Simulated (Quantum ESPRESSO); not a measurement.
Quantum ESPRESSO run on Li (Im-3m, 1 atom in the cell): self-consistent single point.

Computed with PBEsol, SSSP 1.1.2 precision (PBE) pseudopotentials (plane waves; Quantum ESPRESSO).

```
Li
1.0
   -1.75023     1.75023     1.75023
    1.75023    -1.75023     1.75023
    1.75023     1.75023    -1.75023
Li
1
Direct
  0.00000   0.00000   0.00000
```

Reference input (self-consistent single point, DFT, PBEsol, plane waves, SSSP 1.1.2 precision (PBE) pseudopotentials): ecutwfc = 50 Ry; ecutrho = 400 Ry; occupations = smearing; smearing = gauss; degauss = 0.0073499 Ry; input_dft = pbesol; potentials = {Li: li_pbe_v1.4.uspp.F.UPF}; K_POINTS = automatic 9 9 9 0 0 0; conv_thr = 1e-08 Ry. This run's input differs from it in these lines:

```diff
@@ -12,4 +12,4 @@
     ntyp = 1
-    ecutwfc = 50
-    ecutrho = 400
+    ecutwfc = 25
+    ecutrho = 200
     occupations = 'smearing'
```

Output, abridged:

```
     Self-consistent Calculation

     iteration #  1     ecut=    25.00 Ry     beta= 0.70

     total energy              =     -14.36632052 Ry
     estimated scf accuracy    <       0.17129812 Ry

     iteration #  2     ecut=    25.00 Ry     beta= 0.70

     total energy              =     -14.37028502 Ry
     estimated scf accuracy    <       0.00740747 Ry

     iteration #  3     ecut=    25.00 Ry     beta= 0.70

     total energy              =     -14.37156649 Ry
     estimated scf accuracy    <       0.00002600 Ry

     iteration #  4     ecut=    25.00 Ry     beta= 0.70
     c_bands:  1 eigenvalues not converged
     c_bands:  1 eigenvalues not converged
     c_bands:  1 eigenvalues not converged

     total energy              =     -14.37158202 Ry
     estimated scf accuracy    <       0.00000072 Ry

     iteration #  5     ecut=    25.00 Ry     beta= 0.70
     c_bands:  1 eigenvalues not converged

     total energy              =     -14.37158219 Ry
     estimated scf accuracy    <       0.00000001 Ry

     iteration #  6     ecut=    25.00 Ry     beta= 0.70
     End of self-consistent calculation

     the Fermi energy is     0.7453 ev

!    total energy              =     -14.37158220 Ry
     estimated scf accuracy    <          4.9E-10 Ry
     smearing contrib. (-TS)   =      -0.00028549 Ry
     internal energy E=F+TS    =     -14.37129671 Ry

     convergence has been achieved in   6 iterations

     Forces acting on atoms (cartesian axes, Ry/au):

     atom    1 type  1   force =     0.00000000    0.00000000    0.00000000

     Total force =     0.000000     Total SCF correction =     0.000000

          total   stress  (Ry/bohr**3)                   (kbar)     P=      -54.35
  -0.00036950   0.00000000   0.00000000          -54.35        0.00        0.00
   0.00000000  -0.00036950   0.00000000            0.00      -54.35        0.00
   0.00000000   0.00000000  -0.00036950            0.00        0.00      -54.35

   JOB DONE.
```

The run converged in 6 iterations. Against the reference run the free energy rises by 92.0 meV/atom and the pressure goes from -0.67 to -5.44 GPa.

The starting cell has typed, rounded lattice constants, without a prior relaxation at this level. Its lattice was rescaled by up to half a per cent. At the lowered cutoff the pressure carries the error of an incomplete plane-wave basis.
